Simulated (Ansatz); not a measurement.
W5Ge3 (I4/mcm, No. 140, 16 atoms in the cell; start mp-1189576)

Calculation: PBE-D4 (PAW; Ansatz, a quantum-chemistry and plane-wave program).

Numerical settings: plane-wave cutoff 500 eV, 10×10×10 k mesh, Fermi–Dirac smearing 0.05 eV, no spin polarisation, scalar-relativistic PAW data made under PBE.

Cell (relaxed at this level):

```
CELL_PARAMETERS angstrom
     -4.90478     4.90478     2.50559
      4.90478    -4.90478     2.50559
      4.90478     4.90478    -2.50559
ATOMIC_POSITIONS crystal
  Ge 0.17013 0.67013 0.84025
  Ge 0.82987 0.32987 0.15975
  Ge 0.67013 0.82987 0.50000
  Ge 0.32987 0.17013 0.50000
  Ge 0.75000 0.75000 0.00000
  Ge 0.25000 0.25000 0.00000
  W  0.07430 0.23018 0.30448
  W  0.92570 0.76982 0.69552
  W  0.23018 0.92570 0.15588
  W  0.76982 0.07430 0.84412
  W  0.42570 0.73018 0.15588
  W  0.57430 0.26982 0.84412
  W  0.26982 0.42570 0.69552
  W  0.73018 0.57430 0.30448
  W  0.75000 0.25000 0.50000
  W  0.25000 0.75000 0.50000
```

| Item | Result |
|---|---|
| band gap | zero (no gap) |

Note: the relaxation could not lower the start's symmetry, so the cell can be a saddle point above a distorted one.

Spin–orbit coupling is not included.

Static lattice: no zero-point or thermal effects.

A start named mp-… is a Materials Project structure, which need not be a measured phase.
